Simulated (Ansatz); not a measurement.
Consider ZnS (space group R3m, No. 160; a = 3.785 Å, c = 37.176 Å (hexagonal axes)).

Levels (all Ansatz, a program for electronic structure, PAW): PBEsol (420 eV, spin-orbit coupling left out); HSE06 (420 eV, no spin-orbit coupling).

The geometry is relaxed with PBEsol.

- PBEsol band gap = 2.12 eV

Q: Predict the band gap from HSE06.

A: The band gap increases by 1.376 eV to 3.49 eV.

Single points use the geometry relaxed with PBEsol. Whether these cells are dynamically stable was not tested. This is not the structure that ZnS has at room temperature and ambient pressure.
